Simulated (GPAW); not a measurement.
Band structure of ZnGe3 (Pm-3m, 4 atoms in the cell).

```
CELL_PARAMETERS angstrom
      4.22236     0.00000     0.00000
      0.00000     4.22236     0.00000
      0.00000     0.00000     4.22236
ATOMIC_POSITIONS crystal
  Zn 0.00000 0.00000 0.00000
  Ge 0.00000 0.50000 0.50000
  Ge 0.50000 0.00000 0.50000
  Ge 0.50000 0.50000 0.00000
```

Method of the run: PBEsol, GPAW PAW datasets PBEsol (made by gpaw-setup) (plane waves; GPAW).

Settings: mode = pw; ecut = 800 eV; xc = PBEsol; kpts = 10 10 10; mesh shift (steps) = 0 0 0; occupations.name = methfessel-paxton; occupations.width = 0.136 eV; occupations.order = 0; nbands = -8; convergence.forces = 0.001 eV/Å; symmetry.symmorphic = false; symmetry.tolerance = 0.0005; maxiter = 150; bandpath_npoints = 40.

The starting cell comes from a database of computed structures (which also holds hypothetical and non-ambient phases and stackings), without a prior relaxation at this level.

Levels in eV from the Fermi level, bands 9 to 16:
| point | 9 | 10 | 11 | 12 | 13 | 14 | 15 | 16 |
|---|---|---|---|---|---|---|---|---|
| Γ | -3.65 | -3.65 | -3.65 | -1.47 | 2.80 | 2.80 | 2.80 | 4.38 |
| X | -1.75 | -1.75 | -1.73 | -0.88 | -0.88 | 0.36 | 0.47 | 4.99 |
| M | -5.97 | -0.63 | 0.05 | 0.31 | 0.31 | 0.57 | 0.57 | 2.39 |
| R | -5.56 | -4.68 | -4.68 | -4.68 | -3.17 | 6.94 | 6.94 | 7.07 |

Bands cross the Fermi level along this path, so the cell is metallic at this level.
